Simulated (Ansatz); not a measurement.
**Sb₂TeO₂ (model structure, started from the Bi2O2Se type, I4/mmm, No. 139, 5 atoms in the cell): properties by level of theory**

| level (code) | lattice constant a (Å) | lattice parameter c (Å) | bulk modulus B0 (GPa) | cohesive energy (eV/atom) |
|---|---|---|---|---|
| LDA (Ansatz) | 3.827 | 12.177 | 85.7 | 4.62 |
| PBE (Ansatz) | 3.902 | 12.580 | 71.7 | … |
| PBEsol (Ansatz) | 3.854 | 12.282 | 80.8 | 3.99 |
| r²SCAN (Ansatz) | … | 12.477 | 80.8 | … |

### Question
Fill in the missing entries.

### Answer

- PBE (Ansatz, an electronic-structure program), cohesive energy (eV/atom): 3.55
- r²SCAN (Ansatz), lattice constant a (Å): 3.870
- r²SCAN (Ansatz), cohesive energy (eV/atom): 3.38

Caveats: the bulk modulus is −V dP/dV from two relaxed cells at ±2 % in volume (LDA, PBE, PBEsol, r²SCAN). Ansatz's density-functional and Hartree–Fock values are scalar-relativistic unless marked +SOC, with PAW data made under PBE.

Free atoms are spin-polarised, in the lowest state found; at levels without +SOC their spin–orbit coupling is left out.

A model structure was made by putting elements into a prototype or built by hand; it is no filed structure, need not be a known phase, and can be a saddle point held by its symmetry.
